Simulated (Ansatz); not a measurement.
A computed series for MoSi2: response to strain

The reference is MoSi₂ (space group I4/mmm, No. 139).

```
CELL_PARAMETERS angstrom
     -1.60086     1.60086     3.90929
      1.60086    -1.60086     3.90929
      1.60086     1.60086    -3.90929
ATOMIC_POSITIONS crystal
  Mo 0.00000 0.00000 0.00000
  Si 0.33530 0.33530 0.00000
  Si 0.66470 0.66470 0.00000
```

Cartesian axes are those of the cell as printed.

Strains are applied to the cell and any free atomic positions relax; under biaxial strain the out-of-plane vector relaxes too.

Computed with plane-wave PAW DFT at the r2SCAN level (Ansatz, a quantum-chemistry and plane-wave program, 500 eV), no spin-orbit coupling.

Candidates:
(a) strain tensor (xx, yy, zz, yz, xz, xy) = (+2.37, −0.91, +1.06, +0.19, −0.37, −0.94) %
(b) biaxial strain +3.58 %, plane normal [001], relaxed out of plane
(c) uniaxial strain ε_xx = −5.61 %
(d) isotropic strain +0.82 %
(e) biaxial strain +1.43 %, plane normal [001], relaxed out of plane

Notes on the quantities. energy relative to the base: free energy F.

Question: Order them by energy relative to the base, highest first.

Answer: (c) uniaxial strain ε_xx = −5.61 % (+60 meV/atom), (b) biaxial strain +3.58 %, plane normal [001], relaxed out of plane (+49 meV/atom), (a) strain tensor (xx, yy, zz, yz, xz, xy) = (+2.37, −0.91, +1.06, +0.19, −0.37, −0.94) % (+16 meV/atom), (e) biaxial strain +1.43 %, plane normal [001], relaxed out of plane (+8.2 meV/atom), (d) isotropic strain +0.82 % (+5.4 meV/atom)

A case with no gap was solved on a k-mesh chosen for an insulator, which is coarse for it. Without a gap, meshes like the base's 14×14×14 leave anisotropic stresses uncertain by several tenths of a GPa, and small strain energies with them. No phonon test of stability was made. The final runs are not spin-polarised.
